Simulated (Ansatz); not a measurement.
Input and output of a self-consistent single point for InSe (P6_3/mmc, 8 atoms in the cell) (Ansatz, a quantum-chemistry and plane-wave program).

Method of the run: LDA (PW92), PAW files made with PBE (plane waves; Ansatz).

```
InSe
1.0
    3.99242     0.00000     0.00000
   -1.99621     3.45754     0.00000
    0.00000     0.00000    17.21581
In Se
4 4
Cartesian
  0.00000   2.30503   5.68638
  1.99621   1.15251  11.52943
  1.99621   1.15251  14.29429
  0.00000   2.30503   2.92152
  0.00000   2.30503  10.28335
  1.99621   1.15251   6.93246
  1.99621   1.15251   1.67544
  0.00000   2.30503  15.54037
```

Reference input (self-consistent single point, DFT, PBE, plane waves, PAW files): kpoints.mp_grid.grid = 5 5 1; hamiltonian.xc = pbe; hamiltonian.pseudopotentials = {kind: paw} (an earlier, softer set of the program's PAW files); scf.occupations.method = fermi_dirac; scf.occupations.width = 0.01 eV. This run's input differs from it in these lines:

Ansatz 0.2 input:
```diff
@@ -19,3 +19,3 @@
 hamiltonian:
-  xc: pbe
+  xc: lda
   pseudopotentials:
```

Log, with long lists cut:

```
SCF iter   1: F=—  HF=-43371.005029 eV  |F-HF|=—  |Δ(HF+E_count)|=         —  Δρ=4.73e-2  dr2=2.95e1  ethr=3.10e-3  ⟨swp⟩=6.2  Hψ=1405  notcnv=0  defer=1
all-band conjugate gradients solve this SCF's bands
preconditioner: auto → Resta (q_TF=auto, 2.421 Å⁻¹)
SCF iter   2: F=—  HF=-43366.010151 eV  |F-HF|=—  |Δ(HF+E_count)|=    4.99e0  Δρ=1.91e-2  dr2=9.78e-1  ethr=3.10e-3  ⟨swp⟩=4.6  Hψ=673  notcnv=0  defer=35
   [... lines left out ...]
SCF iter   7: F=—  HF=-43365.595271 eV  |F-HF|=—  |Δ(HF+E_count)|=   2.82e-5  Δρ=5.61e-5  dr2=2.91e-5  ethr=2.61e-7  ⟨swp⟩=2.0  Hψ=368  notcnv=0  defer=35
SCF iter   8: F=—  HF=-43365.595296 eV  |F-HF|=—  |Δ(HF+E_count)|=   2.58e-5  Δρ=1.67e-5  dr2=9.57e-7  ethr=2.51e-8  ⟨swp⟩=2.0  Hψ=505  notcnv=0  defer=35
SCF iter   9: F=—  HF=-43365.595296 eV  |F-HF|=—  |Δ(HF+E_count)|=   4.40e-8  Δρ=4.24e-6  dr2=1.53e-7  ethr=8.62e-11  ⟨swp⟩=11.6  Hψ=1849  notcnv=0
SCF iter  10: F=-43365.595296 eV  HF=-43365.595296 eV  |F-HF|=3.27e-10  |Δ(HF+E_count)|=   3.27e-9  Δρ=1.09e-6  dr2=3.44e-9  ethr=8.62e-11  ⟨swp⟩=4.0  Hψ=1072  notcnv=0
SCF 1 converged in 10 iterations: F = -43365.595296 eV  dr2 = 3.44e-9
Free energy (F): -43365.595296 eV
Internal energy: -43365.595296 eV  (E = F + TS)
E sigma→0 (E₀):  -43365.595296 eV
Fermi energy:    6.729328 eV
--- Forces (eV/Å), atoms counted from 1 ---
  atom   1  In     0.00000000    -0.00000000    -0.15874181
  atom   2  In    -0.00000000     0.00000000     0.15874181
  atom   3  In    -0.00000000     0.00000000    -0.15874181
  atom   4  In     0.00000000    -0.00000000     0.15874181
  atom   5  Se     0.00000000    -0.00000000    -0.11034294
  atom   6  Se    -0.00000000     0.00000000     0.11034294
  atom   7  Se    -0.00000000     0.00000000    -0.11034294
  atom   8  Se     0.00000000    -0.00000000     0.11034294
--- Stress (GPa, compression-positive) ---
       -0.479326      -0.000000       0.000000
       -0.000000      -0.479326       0.000000
        0.000000       0.000000      -0.706525
  P = ⅓ Tr σ = -0.5551 GPa (-5.551 kbar)
  The stress holds the Pulay correction. Without it, at fixed plane waves, as pw.x and ABINIT print it: P = -0.5714 GPa
```

The run converged in 10 iterations. Against the reference run the pressure goes from 3.65 to -0.56 GPa, the largest force goes from 0.483 to 0.159 eV/Å and the gap on the mesh goes from 0.630 to 0.390 eV.

The starting cell comes from a database of computed structures (which also holds hypothetical and non-ambient phases and stackings), without a prior relaxation at this level. Its lattice was rescaled by a random factor within 2.5 % of one. Ansatz's pressure includes its estimate of the finite-basis (Pulay) stress.
